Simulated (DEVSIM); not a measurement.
Device: Mo/SiO2/p-Si capacitor, at 300 K.

Layer 1 from the left is SiO2, thickness (nm) 1.20. Layer 2 from the left is Si, thickness (nm) 4700, Na (cm⁻³) 1.5e16.

Metal gate on the left, work function 4.6 eV. Fixed charge at the semiconductor interface 6.7e10 cm⁻² (in units of +e); no interface traps.

This is a model device: material constants are rounded textbook-type values typed into the input, and sizes, dopings and lifetimes were drawn at random. Values at 300 K.

SiO2: gap (eV) 9, affinity (eV) 0.9, permittivity 3.9. Si: gap (eV) 1.124, affinity (eV) 4.05, permittivity 11.7, Nc (cm⁻³) 2.86e19, Nv (cm⁻³) 3.1e19.

Question: Estimate by hand the flat-band voltage, the threshold voltage, and compare with a numerical solution.

Answer: 
- Flat-band voltage: C = 2.88 μF/cm², work-function difference -0.377 V; VFB = φms − qNf/C = -0.38 V; numerical -0.38 V.
- Threshold voltage: φF = 0.366 V, depletion charge √(4εqNφF) = 6.03e-8 C/cm²; VT = VFB + 2φF + Qd/C = 0.37 V; numerical 0.37 V.

DEVSIM, 1D Poisson equation in equilibrium, Boltzmann statistics, complete ionisation; no quantum confinement or tunnelling. Metal contacts follow the ideal Schottky-Mott rule: no Fermi-level pinning, no interface dipoles.
